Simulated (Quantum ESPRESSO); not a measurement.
Troubleshooting Quantum ESPRESSO: a failed run on LiBH₄ (P6_3mc, 12 atoms in the cell). The aim is a self-consistent single point with DFT, PBEsol, plane waves, PseudoDojo standard norm-conserving (PBESOL) pseudopotentials.

Input:

```fortran
&control
    calculation = 'scf'
    prefix = 'LiBH4'
    outdir = './tmp'
    pseudo_dir = './'
    tprnfor = .true.
    tstress = .true.
/
&system
    ibrav = 4
    A = 4.179999892
    C = 6.709920000
    nat = 12
    ntyp = 3
    ecutwfc = 80
    occupations = 'fixed'
    nbnd = 12
/
&electrons
    conv_thr = 1.0d-9
    mixing_beta = 0.7
/
ATOMIC_SPECIES
Li     6.9400  Li.upf
B     10.8100  b_pbe_v1.4.uspp.F.UPF
H      1.0080  H.upf
ATOMIC_POSITIONS crystal
Li    0.333333333    0.666666667    0.005880000
Li    0.666666667    0.333333333    0.505880000
B     0.333333333    0.666666667    0.557790000
B     0.666666667    0.333333333    0.057790000
H     0.333333333    0.666666667    0.376310000
H     0.666666667    0.333333333    0.876310000
H     0.174675000    0.349350000    0.618330000
H     0.825325000    0.174675000    0.118330000
H     0.650650000    0.825325000    0.618330000
H     0.825325000    0.650650000    0.118330000
H     0.174675000    0.825325000    0.618330000
H     0.349350000    0.174675000    0.118330000
K_POINTS automatic
9 9 5  0 0 0
```

The program printed (abridged):

```
           3          10

 %%%%%%%%%%%%%%%%%%%%%%%%%%%%%%%%%%%%%%%%%%%%%%%%%%%%%%%%%%%%%%%%%%%%%%%%%%%%%%
     Error in routine set_dft_from_name (4):
      conflicting values for igcx
 %%%%%%%%%%%%%%%%%%%%%%%%%%%%%%%%%%%%%%%%%%%%%%%%%%%%%%%%%%%%%%%%%%%%%%%%%%%%%%

     stopping ...
```

### Question
Read the log: what does the program object to, and what is the fix?

### Answer
The fault is potentials made for another functional; here the program stops on it instead of giving results. To fix it, use potentials made for the functional of the run. The program stopped before any SCF iteration.

An input that runs soundly differs in these lines (not the only fix; some lines may just follow from the change or write a value another way):
```diff
-B     10.8100  b_pbe_v1.4.uspp.F.UPF
+B     10.8100  B.upf
```

With that input, the run converged in 10 iterations: free energy E − TS -677.6338 eV; top of the valence band (on the code's own zero) -2.06 eV; gap on the k-point mesh 6.50 eV; pressure -0.27 GPa; largest force (vector length) 0.203 eV/Å (DFT, PBEsol, plane waves, PseudoDojo standard norm-conserving (PBESOL) pseudopotentials).

On the sound input: the starting cell comes from a database of computed structures (which also holds hypothetical and non-ambient phases and stackings), without a prior relaxation at this level.
